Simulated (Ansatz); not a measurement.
Functionals compared on a constructed model of the (100) surface of fcc Rh, a pseudomorphic layer of Mo in the host's stacking (bottom of the slab: a bare face, its two planes held), in Ansatz (plane waves, PAW). The structure was relaxed with PBE; the other rows are single points on it. Cutoff 420 eV (500 eV for r2SCAN).

Set-up: 7 atoms, 12.0 Å thick at the start; mesh 14x14x1; 0.1 eV smearing; dipole correction on; 2 atoms held, the rest relaxed; start symmetry kept, larger cells not searched; no spin, no spin-orbit, no U. It is one candidate, not shown to be the stable structure of the face. These notes are the PBE run's.

| functional | work function of the top face (eV) | rough cost of the single point |
|---|---|---|
| PBE | 4.84 | – |
| RPBE | 4.69 | around 40 core-seconds (rough) |
| r2SCAN | 4.90 | about 80 core-seconds (a rough figure) |

Ansatz is an electronic-structure program.
